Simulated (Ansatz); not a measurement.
**Effect of 3 layers on GaSb**

Base system: GaSb in the zinc blende structure (space group F-43m, No. 216; a = 6.1115 Å). Axes: x, y, z lie along the cube axes.

Now apply this change: a free-standing slab of 3 layers (6 atoms, 2 a layer) is cut normal to [110], with 15 Å of vacuum and the in-plane cell held at bulk.

Method: DFT with PBEsol, PAW potentials and a 420 eV plane-wave cutoff in Ansatz (a first-principles code), without spin-orbit coupling. k-mesh 11×8×1 (Γ-centred); smearing 0.05 eV (Fermi–Dirac), for the changed cell.

The layer's space group (with vacuum) comes out as Pmm2 (No. 25) and the band gap is still zero. The excess energy per area of both faces (slab less bulk energy over the cell's area: twice a surface energy) comes out as 1.17 J/m² (uncertain by up to 0.04 J/m²) and the thickness between the outermost nuclei amounts to 4.84 Å. The change of the spacing d12 from its bulk value of 2.161 Å is -4.4 %.

Final structure:

```yaml
crystal:
  lattice:
    - [4.32147, 0.00000, 0.00000]
    - [0.00000, 6.11148, 0.00000]
    - [0.00000, 0.00000, 19.32147]
  atoms:
    - { symbol: Sb, position: [0.75000, 0.50749, 0.37464] }
    - { symbol: Ga, position: [0.25000, 0.28971, 0.41150] }
    - { symbol: Sb, position: [0.25000, 0.95966, 0.50000] }
    - { symbol: Ga, position: [0.75000, 0.69595, 0.50000] }
    - { symbol: Sb, position: [0.75000, 0.50749, 0.62536] }
    - { symbol: Ga, position: [0.25000, 0.28971, 0.58850] }
```

The excess energy carries the mismatch between the slab's and the bulk's meshes. With Sb present, leaving out spin-orbit coupling can change the band edges. Stability against distortions was not tested. The final runs are not spin-polarised. The zero or small gap of GaSb can change with the level of theory.
